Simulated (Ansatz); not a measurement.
For Zn (Fm-3m, No. 225, 1 atoms in the cell; start mp-2646972; another form than the element's usual one), LDA in Ansatz (PAW) gives:

| Quantity | Value |
|---|---|
| lattice constant a | 3.782 Å |
| bulk modulus B0 | 99.7 GPa |
| cohesive energy | 1.85 eV/atom |

**Question.** What does r²SCAN (plane waves, PAW; Ansatz, an electronic-structure program) give for the same quantities?

**Answer.** 
- lattice constant a: 3.854 Å (increases by 1.9 %)
- bulk modulus: 87.5 GPa (shrinks by 12 %)
- cohesive energy: 1.44 eV/atom (drops by 0.41 eV/atom)

Changes are worked out from the printed values.

Unless a cell is named, each level is at its own relaxed cell (LDA 13.52, r²SCAN 14.31 Å³/atom).

Caveats: the bulk modulus is −V dP/dV from two relaxed cells at ±2 % in volume (LDA, r²SCAN); the relaxation could not lower the start's symmetry, so the cell can be a saddle point above a distorted one (LDA, r²SCAN). Ansatz's density-functional and Hartree–Fock values are scalar-relativistic unless marked +SOC, with PAW data made under PBE.

A start named mp-… is a Materials Project structure, which need not be a measured phase.
